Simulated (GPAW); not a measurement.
A self-consistent single point of CaGa₂ (P6/mmm, 3 atoms in the cell) with GPAW.

Method: LDA (Perdew-Wang 92), GPAW PAW datasets LDA (gpaw-data 1.0.1) (plane waves; GPAW).

```
CELL_PARAMETERS angstrom
      4.23886     0.00000     0.00000
     -2.11943     3.67096     0.00000
      0.00000     0.00000     4.41641
ATOMIC_POSITIONS crystal
  Ca 0.00000 0.00000 0.00000
  Ga 0.33333 0.66667 0.50000
  Ga 0.66667 0.33333 0.50000
```

Reference input (self-consistent single point, DFT PBEsol, plane waves, GPAW PAW datasets PBEsol (made by gpaw-setup)): mode = pw; ecut = 600 eV; xc = PBEsol; kpts = 7 7 6; mesh shift (steps) = 0 0 0; occupations.name = fermi-dirac; occupations.width = 0.1 eV; nbands = -11; symmetry.symmorphic = false; symmetry.tolerance = 0.0005; maxiter = 150. This run's input differs from it in these lines:

```diff
@@ -14,3 +14,3 @@
 calc = GPAW(mode=PW(600),
-            xc='PBEsol',
+            xc='LDA',
             kpts={'size': (7, 7, 6), 'gamma': True},
```

Its files differ too (potentials: GPAW PAW datasets LDA (gpaw-data 1.0.1)).

Output (repeated stretches shortened):

```
     iter     time        total  log10-change:
                         energy   eigst   dens
iter:   1 --:--:--   -10.974918
iter:   2 --:--:--   -11.068192   -1.16  -1.12
iter:   3 --:--:--   -11.035737   -2.51  -1.16
iter:   4 --:--:--   -11.079864   -2.63  -1.30
iter:   5 --:--:--   -11.028748   -3.14  -1.65
iter:   6 --:--:--   -11.028976   -4.64  -2.76
iter:   7 --:--:--   -11.028664c  -5.46  -2.79
iter:   8 --:--:--   -11.028608c  -5.85  -3.05
iter:   9 --:--:--   -11.028621c  -6.57  -3.56
iter:  10 --:--:--   -11.028618c  -7.14  -3.58
iter:  11 --:--:--   -11.028618c  -8.81c -4.57c
Converged after 11 iterations.

Dipole moment: (0.000000, -0.000000, 0.000000) |e|*Ang

Energy contributions relative to reference atoms: (reference = -124082.525060)

Kinetic:        +27.402181
Potential:      -19.947549
External:        +0.000000
XC:             -17.932679
Entropy (-ST):   -0.052670
Local:           -0.524236
SIC:             +0.000000
--------------------------
Free energy:    -11.054953
Extrapolated:   -11.028618

Showing only first 2 kpts
 Kpt  Band  Eigenvalues  Occupancy
  0     6      5.03811    0.66929
  0     7      5.03814    0.66915
  0     8      5.69376    0.00143
  0     9      6.30854    0.00000

  1     6      5.20109    0.17944
  1     7      5.20112    0.17939
  1     8      6.44308    0.00000
  1     9      6.88138    0.00000

Fermi level: 4.96939

No gap
No difference between direct/indirect transitions
Energy (eV): -11.028618

Forces in eV/Ang:
  0 Ca    0.00000    0.00000    0.00000
  1 Ga   -0.00000    0.00000    0.00000
  2 Ga    0.00000   -0.00000    0.00000

Stress tensor:
     0.015059     0.000000     0.000000
     0.000000     0.015059     0.000000
     0.000000     0.000000     0.018178
Stress (GPa, Voigt): [2.4126 2.4126 2.9125 0.     0.     0.    ]
```

The run converged in 11 iterations. GPAW prints stress with tension positive. Against the reference run the pressure goes from -0.29 to -2.58 GPa.

The starting cell comes from a database of computed structures (which also holds hypothetical and non-ambient phases and stackings), without a prior relaxation at this level.
